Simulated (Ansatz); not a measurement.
## How far PBE and r2SCAN part for hypothetical zinc blende NaCl

Start from NaCl in the zinc blende structure (space group F-43m, No. 216; a = 6.2539 Å; a hypothetical phase, not in the database extracts checked).

(Cell as relaxed with PBE.)

Levels (all Ansatz, a program for electronic structure, PAW): PBE (420 eV, no spin-orbit coupling); r2SCAN (500 eV, without spin-orbit coupling).

Each level relaxes its own structure.

```json
[
 {"quantity": "volume per atom", "PBE": "30.57 Å³", "r2SCAN": "29.45 Å³"},
 {"quantity": "lattice parameter a", "PBE": "6.254 Å", "r2SCAN": "6.177 Å"},
 {"quantity": "band gap", "PBE": "4.85 eV", "r2SCAN": "5.55 eV"},
 {"quantity": "gap character", "PBE": "direct at Γ", "r2SCAN": "direct at Γ"},
 {"quantity": "electron mass", "PBE": "0.49 mₑ", "r2SCAN": "0.48 mₑ"}
]
```

PBE's volume per atom lies 1.12 Å³ above r2SCAN's (3.8 %); PBE's lattice parameter a lies 0.077 Å above r2SCAN's (1.3 %); PBE's band gap lies 0.70 eV below r2SCAN's; the two agree on the gap character. Neither level is exact; r2SCAN is the comparison here, not a measurement.

Effective masses come from finite differences of ±0.01 Å⁻¹. Whether these cells are dynamically stable was not tested.
